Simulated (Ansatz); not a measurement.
Start from SiC in the wurtzite structure (space group P6_3mc, No. 186; a = 3.076 Å, c = 5.048 Å). Axes: x lies along a and z along c of the hexagonal cell.

Computed with PBEsol (Ansatz, a program for electronic structure, PAW, no SOC).

Strains are applied to the cell and any free atomic positions relax.

One change was made to it. Results:

The band gap falls by 0.039 eV, from 2.12 eV to 2.09 eV; the energy increases by 1.9 meV/atom; the valence-band top at Γ (three highest levels, from the VBM) changes from 0.00, 0.00, -0.11 eV to 0.00, -0.04, -0.19 eV; the shortest interatomic distance decreases by 0.005 Å (1.883 Å → 1.878 Å).

Problem. What was done to the base?
(A) tensor shear ε_xz = +0.33 %
(B) tensor shear ε_xz = +1.33 %
(C) tensor shear ε_xz = +1.67 %
(D) tensor shear ε_xz = +2.00 %
(E) tensor shear ε_xz = +1.00 %

Solution. E, tensor shear ε_xz = +1.00 %. For comparison, the energy relative to the base in the other runs: tensor shear ε_xz = +1.67 % gives +5.4 meV/atom; tensor shear ε_xz = +0.33 % gives +0.2 meV/atom; tensor shear ε_xz = +1.33 % gives +3.4 meV/atom; tensor shear ε_xz = +2.00 % gives +7.7 meV/atom.

Whether these cells are dynamically stable was not tested.
